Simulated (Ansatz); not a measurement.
Start from PbSe in the rock salt structure (space group Fm-3m, No. 225; a = 6.041 Å).

Calculations: Ansatz (a program for electronic structure), LDA, PAW, cutoff 420 eV, without spin-orbit coupling.

Base values:

Band gap: zero
Pressure: 0.0 GPa

Perturbation: every lattice vector is stretched by 3.00 %, atoms relaxed at fixed cell.

**Question.** Estimate the effect on the band gap and pressure.

**Answer.** The band gap becomes 0.33 eV (base: zero); the pressure goes from zero to -4.2 GPa.

With Pb present, leaving out spin-orbit coupling can change the band edges. The cells carry an imposed strain or load. No phonon test of stability was made. All final runs are without spin polarisation. Gaps under 0.05 eV, about the width of the smearing, are given as zero. The zero or small gap of PbSe can change with the level of theory.
